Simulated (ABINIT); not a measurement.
ABINIT run on Ta3Ru (Fm-3m, 4 atoms in the cell): self-consistent single point.

Method: PBEsol, norm-conserving pseudopotentials (PseudoDojo nc-sr-04 PBEsol standard) (plane waves; ABINIT 10.0.3).

The change in words: lattice scaled by 0.98. Reference geometry:
```
Ta3Ru
1.0
    0.00000     3.24822     3.24822
    3.24822     0.00000     3.24822
    3.24822     3.24822     0.00000
Ta Ru
3 1
Direct
  0.25000   0.25000   0.25000
  0.75000   0.75000   0.75000
  0.50000   0.50000   0.50000
  0.00000   0.00000   0.00000
```

Reference input (self-consistent single point, DFT, PBEsol, plane waves, norm-conserving pseudopotentials (PseudoDojo nc-sr-04 PBEsol standard)): pseudos = [Ta.upf, Ru.upf]; ecut = 42 Ha; ixc = -116133; occopt = 3; tsmear = 0.05 eV; ngkpt = 9 9 9; nshiftk = 1; shiftk = 0 0 0; potentials = PseudoDojo nc-sr-04 PBEsol standard; nband = 36; kptopt = 1; nstep = 80. This run's input differs from it in these lines:

```diff
@@ -3,7 +3,7 @@
 pseudos "Ta.upf, Ru.upf"
-acell 4.5936697065 4.5936697065 4.5936697065 Angstrom
+acell 4.5017967366 4.5017967366 4.5017967366 Angstrom
 rprim
         -0.0000000000    0.7071067812    0.7071067812
-         0.7071067812   -0.0000000000    0.7071067812
-         0.7071067812    0.7071067812   -0.0000000000
+         0.7071067812    0.0000000000    0.7071067812
+         0.7071067812    0.7071067812    0.0000000000
 natom 4
```

Output, abridged:

```
--- !BeginCycle
solver: {iscf: 7, nstep: 80, nline: 4, wfoptalg: 0, }
tolerances: {tolvrs: 1.00E-12, }
...

     iter   Etot(hartree)      deltaE(h)  residm     vres2
 ETOT  1  -295.44317194358    -2.954E+02 1.713E-01 5.143E+03
 ETOT  2  -292.43144826531     3.012E+00 2.402E-02 3.218E+04
 ETOT  3  -296.13514465114    -3.704E+00 3.633E-02 1.298E+03
 ETOT  4  -296.29544040353    -1.603E-01 2.062E-02 4.959E+01
 ETOT  5  -296.29936560003    -3.925E-03 2.339E-03 1.193E+01
   [... 5 lines left out ...]
 ETOT 11  -296.30110741683    -1.227E-10 9.376E-04 4.813E-10
 ETOT 12  -296.30110741685    -1.489E-11 8.173E-04 5.403E-12
 ETOT 13  -296.30110741683     1.722E-11 5.842E-04 1.218E-12
 ETOT 14  -296.30110741684    -8.015E-12 4.360E-04 4.088E-14
 At SCF step   14       vres2   =  4.09E-14 < tolvrs=  1.00E-12 =>converged.

 Cartesian components of stress tensor (hartree/bohr^3)
  sigma(1 1)= -1.11870122E-04  sigma(3 2)=  0.00000000E+00
  sigma(2 2)= -1.11870122E-04  sigma(3 1)=  0.00000000E+00
  sigma(3 3)= -1.11870122E-04  sigma(2 1)=  0.00000000E+00

 ----iterations are completed or convergence reached----

 reduced coordinates (array xred) for    4 atoms
       0.250000000000      0.250000000000      0.250000000000
       0.750000000000      0.750000000000      0.750000000000
       0.500000000000      0.500000000000      0.500000000000
       0.000000000000      0.000000000000      0.000000000000
 cartesian forces (eV/Angstrom) at end:
    1     -0.00000000000000    -0.00000000000000     0.00000000000000
   [... lines left out ...]
 Fermi (or HOMO) energy (hartree) =   0.56034   Average Vxc (hartree)=  -0.50812
 Fermi (or HOMO) energy (eV) =  15.24765   Average Vxc (eV)= -13.82674
   [... lines left out ...]
total_energy        : -2.96301107416839E+02
total_energy_eV     : -8.06276317206270E+03
band_energy         : -2.34144231373193E+01
...

-Cartesian components of stress tensor (GPa)         [Pressure=  3.2913E+00 GPa]
- sigma(1 1)= -3.29133207E+00  sigma(3 2)=  0.00000000E+00
- sigma(2 2)= -3.29133207E+00  sigma(3 1)=  0.00000000E+00
- sigma(3 3)= -3.29133207E+00  sigma(2 1)=  0.00000000E+00

 Calculation completed.
```

The run converged in 14 iterations. Against the reference run the free energy goes down by 24.4 meV/atom and the pressure goes from -10.37 to 3.29 GPa.

The starting cell comes from a database of computed structures (which also holds hypothetical and non-ambient phases and stackings), without a prior relaxation at this level. Its lattice was rescaled by a random factor within 2.5 % of one. For this run, on top of that: lattice scaled by 0.98. Spin polarisation is off. With a pressure of about 3 GPa the cell is away from its equilibrium volume at this level.

Cost on one core of a shared machine: roughly 5 min.
